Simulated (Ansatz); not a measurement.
Input for tetragonal ZrO2 with one O vacancy, 48 sites:

Ansatz 0.2 input:
```yaml
crystal:
  lattice:
    - [7.2420983, 7.2420983, 0.0]
    - [-7.2420983, 7.2420983, 0.0]
    - [0.0, 0.0, 5.2828829]
  atoms:
    - { symbol: Zr, position: [0.257516214, 0.507516271, 0.515661444] }
    - { symbol: Zr, position: [0.502229598, 0.752229591, 0.497325076] }
    - { symbol: Zr, position: [0.258141175, -0.006659701, 0.504044488] }
    - { symbol: Zr, position: [0.506659688, 0.241858786, 0.504044406] }
    - { symbol: Zr, position: [0.7433403, 0.508141183, 0.50404446] }
    - { symbol: Zr, position: [-0.008141172, 0.756659734, 0.504044416] }
    - { symbol: Zr, position: [0.747770414, -0.002229605, 0.497325093] }
    - { symbol: Zr, position: [-0.007516205, 0.242483782, 0.515661408] }
    - { symbol: Zr, position: [-0.007881246, 0.507881305, -0.027706453] }
    - { symbol: Zr, position: [0.244872988, 0.744586702, 0.007150667] }
    - { symbol: Zr, position: [0.005126972, 0.005413267, 0.007150711] }
    - { symbol: Zr, position: [0.257881322, 0.242118721, -0.027706545] }
    - { symbol: Zr, position: [0.494586728, 0.494872998, 0.007150698] }
    - { symbol: Zr, position: [0.747442344, 0.752557657, 0.005736098] }
    - { symbol: Zr, position: [0.502557635, -0.002557684, 0.005736187] }
    - { symbol: Zr, position: [0.755413302, 0.255126943, 0.0071506] }
    - { symbol: O, position: [0.3795122, 0.629512179, 0.300361356] }
    - { symbol: O, position: [0.124999976, 0.875000018, 0.299810624] }
    - { symbol: O, position: [0.372817468, 0.127182505, 0.28472093] }
    - { symbol: O, position: [0.62499983, 0.375000091, 0.299810664] }
    - { symbol: O, position: [0.877182537, 0.622817464, 0.284720922] }
    - { symbol: O, position: [0.62499999, 0.874999964, 0.289237586] }
    - { symbol: O, position: [0.870487817, 0.120487886, 0.300361324] }
    - { symbol: O, position: [0.125000004, 0.375000006, 0.781199857] }
    - { symbol: O, position: [0.36499386, 0.614993916, 0.802102402] }
    - { symbol: O, position: [0.124999988, 0.875, 0.808298301] }
    - { symbol: O, position: [0.383586009, 0.116414022, 0.780338633] }
    - { symbol: O, position: [0.625000054, 0.375000036, 0.808298282] }
    - { symbol: O, position: [0.866413998, 0.633585922, 0.780338524] }
    - { symbol: O, position: [0.624999967, 0.874999991, 0.79074459] }
    - { symbol: O, position: [0.885006093, 0.135006062, 0.802102452] }
    - { symbol: O, position: [0.135648755, 0.594140367, 0.201235026] }
    - { symbol: O, position: [0.374027874, 0.87558225, 0.202076223] }
    - { symbol: O, position: [0.114351242, 0.155859655, 0.201234874] }
    - { symbol: O, position: [0.344140387, 0.385648726, 0.201234937] }
    - { symbol: O, position: [0.625582301, 0.624027905, 0.202076237] }
    - { symbol: O, position: [0.875972083, 0.874417746, 0.202076229] }
    - { symbol: O, position: [0.624417684, 0.125972128, 0.202076119] }
    - { symbol: O, position: [0.905859799, 0.36435121, 0.201234919] }
    - { symbol: O, position: [0.118645948, 0.630850673, 0.701262684] }
    - { symbol: O, position: [0.372727736, 0.864981339, 0.708803386] }
    - { symbol: O, position: [0.131354073, 0.119149364, 0.701262587] }
    - { symbol: O, position: [0.380850659, 0.368645929, 0.701262638] }
    - { symbol: O, position: [0.614981315, 0.62272774, 0.70880334] }
    - { symbol: O, position: [0.877272238, 0.885018639, 0.708803426] }
    - { symbol: O, position: [0.635018715, 0.127272309, 0.708803315] }
    - { symbol: O, position: [0.869149356, 0.381354007, 0.701262564] }
basis:
  ecutwfc: 420
  ecutrho_ratio: 4
  xc_grid: 2
kpoints:
  mp_grid: { grid: [2, 2, 4] }
hamiltonian:
  xc: pbe
  dispersion: none
  pseudopotentials: { kind: paw }
scf:
  n_extra_bands: 25
  occupations: { method: fermi_dirac, width: 0.01 }
output:
  forces: true
  stress: true
  eigenstates: { kpoints: [[0, 0, 0]], e_range: [-4.0, 6.0], localisation: true }
relax:
  f_tol: 0.03
  max_steps: 100
  cell: { stress_tol: 0.15 }
```

Method: PBE (plane waves to 420 eV, PAW; Ansatz, a quantum-chemistry and plane-wave program). Scalar-relativistic, without spin–orbit coupling. Its k-point mesh 2×2×4, Fermi–Dirac width 0.01 eV.

**Question.** What does the end of the output print (band table and long remarks left out, numbers rounded to eight decimals)?

**Answer.** 
```
SCF converged after 4 iterations
Free energy (F): -84612.071088 eV
Harris-Foulkes:  -84612.071088 eV  (|F-HF|=1.35e-9)
Internal energy: -84612.071088 eV  (E = F + TS)
E sigma→0 (E₀):  -84612.071088 eV
Fermi energy:    14.152646 eV
--- Per-component energies (eV) ---
  E_band       = -1346.361576
  E_kinetic    = 10801.458409
  E_local      = -19194.342058  (includes V_loc(G=0)·N_el)
  E_nonlocal   = 2698.971667
  E_hartree    = 6364.771126
  E_xc         = -4907.645283
  E_vxc        = -6017.485795  (∫ρ·V_xc dr)
  E_paw        = -52144.073714  (= ΣΔE_a)
  E_vpaw       = -2364.579178  (= ΣTr[D̂ρ^β])
  E_aug_tail   = 0.077750  (compensation charges beyond the density's cutoff)
  E_ewald      = -28231.288985
  E_smearing   = 0.000000  (= −TS)
  E_closure    = 0.000000  (closes the sum)
  Σ components = -84612.071088   (vs F -84612.071088, Δ=0.00e0)
--- Forces (eV/Å), atoms counted from 1 ---
  atom   1  Zr    0.00000000     0.01283984     0.02239839
  atom   2  Zr    0.00000000     0.00920931     0.00111064
  atom   3  Zr    -0.01271627     0.00095352    -0.00443303
  atom   4  Zr    -0.01271627    -0.00095352    -0.00443303
  atom   5  Zr     0.01271627     0.00095352    -0.00443303
  atom   6  Zr     0.01271627    -0.00095352    -0.00443303
  atom   7  Zr     0.00000000    -0.00920931     0.00111064
  atom   8  Zr    0.00000000    -0.01283984     0.02239839
  atom   9  Zr    -0.00719940    0.00000000    -0.01763643
  atom  10  Zr     0.00395235     0.00196072     0.00021055
  atom  11  Zr    -0.00395235    -0.00196072     0.00021055
  atom  12  Zr     0.00719940     0.00000000    -0.01763643
  atom  13  Zr    -0.00395235     0.00196072     0.00021055
  atom  14  Zr     0.00877234     0.00000000     0.00802510
  atom  15  Zr    -0.00877234    0.00000000     0.00802510
  atom  16  Zr     0.00395235    -0.00196072     0.00021055
  atom  17  O      0.00000000    -0.00168374    -0.00320530
  atom  18  O      0.00000000     0.00000000    -0.00403199
  atom  19  O     -0.00494706    0.00000000     0.01013469
  atom  20  O      0.00000000     0.00000000    -0.00403199
  atom  21  O      0.00494706     0.00000000     0.01013469
  atom  22  O      0.00000000    0.00000000    -0.00918438
  atom  23  O      0.00000000     0.00168374    -0.00320530
  atom  24  O      0.00000000     0.00000000    -0.01229354
  atom  25  O     0.00000000     0.00341180     0.00671470
  atom  26  O      0.00000000     0.00000000     0.00141849
  atom  27  O      0.00314642    0.00000000    -0.00303669
  atom  28  O     0.00000000    0.00000000     0.00141849
  atom  29  O     -0.00314642     0.00000000    -0.00303669
  atom  30  O     0.00000000    0.00000000     0.00072449
  atom  31  O     0.00000000    -0.00341180     0.00671470
  atom  32  O     -0.00115346    -0.00637053    -0.00132019
  atom  33  O      0.00147824    -0.00719901     0.00112999
  atom  34  O      0.00115346     0.00637053    -0.00132019
  atom  35  O      0.00115346    -0.00637053    -0.00132019
  atom  36  O     -0.00147824    -0.00719901     0.00112999
  atom  37  O     -0.00147824     0.00719901     0.00112999
  atom  38  O      0.00147824     0.00719901     0.00112999
  atom  39  O     -0.00115346     0.00637053    -0.00132019
  atom  40  O      0.00426229    -0.00412821    -0.00043406
  atom  41  O      0.00220408     0.00009096    -0.00090734
  atom  42  O     -0.00426229     0.00412821    -0.00043406
  atom  43  O     -0.00426229    -0.00412821    -0.00043406
  atom  44  O     -0.00220408     0.00009096    -0.00090734
  atom  45  O     -0.00220408    -0.00009096    -0.00090734
  atom  46  O      0.00220408    -0.00009096    -0.00090734
  atom  47  O      0.00426229     0.00412821    -0.00043406
  max |Σ_I F_I| component: 1.35e-5 eV/Å
--- Stress (GPa, compression-positive) ---
        0.034723      0.000000      0.000000
       0.000000      -0.049458      0.000000
       0.000000      0.000000       0.016240
  P = ⅓ Tr σ = 0.0005 GPa (0.005 kbar)
--- Relaxed structure (8 steps of the walk, 7 accepted, 1 SCFs on fresh bases) ---
  F+E_penalty+E_count = -84612.07108804 eV   max|allowed force component| = 2.240e-2 eV/Å   (the final SCF, on the basis selected at the relaxed cell)
  cell:  # Å, volume = 551.7663 Å³
    - [7.25832051, 7.20985189, 0.0]
    - [-7.25832051, 7.20985189, 0.0]
    - [0.0, 0.0, 5.27184603]
  atoms:
    - { symbol: Zr, position: [0.24538417, 0.49538417, 0.49005719] }
    - { symbol: Zr, position: [0.49873349, 0.74873349, 0.50383191] }
    - { symbol: Zr, position: [0.25245195, -0.00154218, 0.50413144] }
    - { symbol: Zr, position: [0.50154218, 0.24754805, 0.50413144] }
    - { symbol: Zr, position: [0.74845782, 0.50245195, 0.50413144] }
    - { symbol: Zr, position: [-0.00245195, 0.75154218, 0.50413144] }
    - { symbol: Zr, position: [0.75126651, 0.00126651, 0.50383191] }
    - { symbol: Zr, position: [0.00461583, 0.25461583, 0.49005719] }
    - { symbol: Zr, position: [-0.00073678, 0.50073678, -0.01154115] }
    - { symbol: Zr, position: [0.25147911, 0.74866031, 0.00125649] }
    - { symbol: Zr, position: [-0.00147911, 0.00133969, 0.00125649] }
    - { symbol: Zr, position: [0.25073678, 0.24926322, -0.01154115] }
    - { symbol: Zr, position: [0.49866031, 0.50147911, 0.00125649] }
    - { symbol: Zr, position: [0.74918167, 0.75081833, 0.00462713] }
    - { symbol: Zr, position: [0.50081833, -0.00081833, 0.00462713] }
    - { symbol: Zr, position: [0.75133969, 0.24852089, 0.00125649] }
    - { symbol: O, position: [0.37657859, 0.62657859, 0.30774156] }
    - { symbol: O, position: [0.12500000, 0.875, 0.30869007] }
    - { symbol: O, position: [0.37271113, 0.12728887, 0.30224880] }
    - { symbol: O, position: [0.625, 0.375, 0.30869007] }
    - { symbol: O, position: [0.87728887, 0.62271113, 0.30224880] }
    - { symbol: O, position: [0.62500000, 0.87500000, 0.31101737] }
    - { symbol: O, position: [0.87342141, 0.12342141, 0.30774156] }
    - { symbol: O, position: [0.12500000, 0.375, 0.79401083] }
    - { symbol: O, position: [0.37656577, 0.62656577, 0.80873548] }
    - { symbol: O, position: [0.12500000, 0.87500000, 0.81198908] }
    - { symbol: O, position: [0.37751798, 0.12248202, 0.80274266] }
    - { symbol: O, position: [0.625, 0.375, 0.81198908] }
    - { symbol: O, position: [0.87248202, 0.62751798, 0.80274266] }
    - { symbol: O, position: [0.62500000, 0.87500000, 0.81205356] }
    - { symbol: O, position: [0.87343423, 0.12343423, 0.80873548] }
    - { symbol: O, position: [0.13262050, 0.61238180, 0.18816040] }
    - { symbol: O, position: [0.37429739, 0.87629167, 0.19922671] }
    - { symbol: O, position: [0.11737950, 0.13761820, 0.18816040] }
    - { symbol: O, position: [0.36238180, 0.38262050, 0.18816040] }
    - { symbol: O, position: [0.62629167, 0.62429739, 0.19922671] }
    - { symbol: O, position: [0.87570261, 0.87370833, 0.19922671] }
    - { symbol: O, position: [0.62370833, 0.12570261, 0.19922671] }
    - { symbol: O, position: [0.88761820, 0.36737950, 0.18816040] }
    - { symbol: O, position: [0.12354036, 0.62556482, 0.68745075] }
    - { symbol: O, position: [0.37443983, 0.87405857, 0.69913433] }
    - { symbol: O, position: [0.12645964, 0.12443518, 0.68745075] }
    - { symbol: O, position: [0.37556482, 0.37354036, 0.68745075] }
    - { symbol: O, position: [0.62405857, 0.62443983, 0.69913433] }
    - { symbol: O, position: [0.87556017, 0.87594143, 0.69913433] }
    - { symbol: O, position: [0.62594143, 0.12556017, 0.69913433] }
    - { symbol: O, position: [0.87443518, 0.37645964, 0.68745075] }
```

Cost: around 16 core-minutes (rough).
